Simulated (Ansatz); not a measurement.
System: interstitial Sc in monoclinic HfO2 (charge state +3). The step: a concerted move, in which Sc travels most; the atom moves 1.45 Å along (-0.25, 0.09, -0.13) of the unit cell; the moving atom starts with neighbours O at 1.95, O at 1.98, O at 2.08, O at 2.12, O at 2.20, O at 2.37 Å and ends with O at 1.95, O at 1.98, O at 2.08, O at 2.12, O at 2.20, O at 2.37 Å. DFT values are from Ansatz (plane-wave PAW, 420 eV unless said) in a cell of 96 host sites, spin-restricted, static, with no finite-size correction. The charge state is imposed; whether it is stable for some Fermi level was not computed. Sites that were not tried may lie lower. For the PBE band: the program found a first-order saddle point.

| Level | Forward barrier (eV) | Cost of the band or of the saddle's single point |
|---|---|---|
| CHGNet universal potential (has no charge state), its own band | 0.23 | - |
| PBE, the Γ point alone, band relaxed | 0.33 | very roughly 70 core-minutes |
| PBE, a 2×2×2 k-point mesh shifted by half a step, same geometries | 0.34 | around 12 core-minutes (rough) |
| r2SCAN at 500 eV, the Γ point alone, same geometries | … | roughly 3.0 core-minutes |

### Question
What belongs in the gaps?

### Answer

- r2SCAN at 500 eV, the Γ point alone, same geometries, Forward barrier (eV): 0.39

Ansatz is a program for electronic structure.
